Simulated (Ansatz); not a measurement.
Worked example: self-consistent single point of CdHgSe2 (R3m, 4 atoms in the cell) in Ansatz (a program for electronic structure).

Method: PBEsol, default PAW files made with PBE (plane waves; Ansatz).

The change in words: lattice scaled by 0.98; basis.ecutwfc: 30.9 Ry → 61.7 Ry. Reference geometry:
```
CdHgSe2
1.0
    2.17039     1.25308     7.08105
   -2.17039     1.25308     7.08105
    0.00000    -2.50615     7.08105
Cd Hg Se
1 1 2
Direct
  0.50268   0.50268   0.50268
  0.99985   0.99985   0.99985
  0.87420   0.87420   0.87420
  0.37560   0.37560   0.37560
```

Reference input (self-consistent single point, DFT, PBEsol, plane waves, default PAW files made with PBE): basis.ecutwfc = 30.9 Ry; kpoints.mp_grid.grid = 5 5 5; hamiltonian.xc = pbesol; hamiltonian.pseudopotentials = {kind: paw} (the program's default PAW files); scf.occupations.method = gaussian; scf.occupations.width = 0.0073 Ry. This run's input differs from it in these lines:

Ansatz 0.2 input:
```diff
@@ -2,5 +2,5 @@
   lattice:
-    - [2.170394, 1.253077, 7.081050]
-    - [-2.170394, 1.253077, 7.081050]
-    - [0.000000, -2.506154, 7.081050]
+    - [2.126986, 1.228015, 6.939429]
+    - [-2.126986, 1.228015, 6.939429]
+    - [0.000000, -2.456031, 6.939429]
   atoms:
@@ -11,3 +11,3 @@
 basis:
-  ecutwfc: 30.9 Ry
+  ecutwfc: 61.7 Ry
 kpoints:
```

Output (repeated stretches shortened):

```
SCF iter   1: F=—  HF=-32701.968683 eV  |F-HF|=—  |Δ(HF+E_count)|=         —  Δρ=3.78e-3  dr2=1.98e-2  ethr=1.77e-3  ⟨swp⟩=6.4  Hψ=3073  notcnv=0  defer=7
all-band conjugate gradients solve this SCF's bands
preconditioner: auto → Resta (q_TF=auto, 2.547 Å⁻¹)
SCF iter   2: F=—  HF=-32701.964398 eV  |F-HF|=—  |Δ(HF+E_count)|=   4.29e-3  Δρ=1.60e-3  dr2=4.34e-3  ethr=2.75e-5  ⟨swp⟩=2.3  Hψ=1474  notcnv=0  defer=10
   [... lines left out ...]
SCF iter   4: F=—  HF=-32701.963870 eV  |F-HF|=—  |Δ(HF+E_count)|=   1.57e-4  Δρ=2.07e-4  dr2=6.37e-5  ethr=7.51e-7  ⟨swp⟩=2.0  Hψ=1126  notcnv=0  defer=10
SCF iter   5: F=—  HF=-32701.964044 eV  |F-HF|=—  |Δ(HF+E_count)|=   1.74e-4  Δρ=7.55e-5  dr2=7.37e-6  ethr=8.85e-8  ⟨swp⟩=2.0  Hψ=1221  notcnv=0  defer=10
SCF iter   6: F=—  HF=-32701.964051 eV  |F-HF|=—  |Δ(HF+E_count)|=   6.31e-6  Δρ=2.75e-5  dr2=6.33e-7  ethr=1.02e-8  ⟨swp⟩=2.0  Hψ=1428  notcnv=0  defer=10
SCF iter   7: F=-32701.964052 eV  HF=-32701.964052 eV  |F-HF|=2.82e-8  |Δ(HF+E_count)|=   1.05e-6  Δρ=9.54e-6  dr2=8.44e-8  ethr=1.39e-10  ⟨swp⟩=9.8  Hψ=3687  notcnv=0
SCF 1 converged in 7 iterations: F = -32701.964052 eV  dr2 = 8.44e-8
Free energy (F): -32701.964052 eV
Internal energy: -32701.962523 eV  (E = F + TS)
E sigma→0 (E₀):  -32701.963287 eV
Entropy (-TS):   -0.001529 eV (-0.382 meV/atom)
Fermi energy:    8.660697 eV
--- Forces (eV/Å), atoms counted from 1 ---
  atom   1  Cd    -0.00000000     0.00000001    -0.28246212
  atom   2  Hg     0.00000000    -0.00000000     0.04059480
  atom   3  Se     0.00000000    -0.00000000     0.03927177
  atom   4  Se     0.00000000    -0.00000000     0.20256721
--- Stress (GPa, compression-positive) ---
        3.130211      -0.000000       0.000000
       -0.000000       3.130211       0.000000
        0.000000       0.000000       2.050061
  P = ⅓ Tr σ = 2.7702 GPa (27.702 kbar)
  The stress holds the Pulay correction. Without it, at fixed plane waves, as pw.x and ABINIT print it: P = 2.7693 GPa
```

The run converged in 7 iterations. Against the reference run the free energy goes up by 8.9 meV/atom, the pressure goes from -0.64 to 2.77 GPa and the largest force goes from 0.242 to 0.282 eV/Å.

The starting cell comes from a database of computed structures (which also holds hypothetical and non-ambient phases and stackings), without a prior relaxation at this level. Its lattice was rescaled by up to half a per cent. One atom was moved a little off its site on purpose. For this run, on top of that: lattice scaled by 0.98. Ansatz's pressure includes its estimate of the finite-basis (Pulay) stress. The run gives no clean gap (levels at the Fermi energy touch, overlap or are partly filled at this smearing), which alone does not show that the compound is a metal.
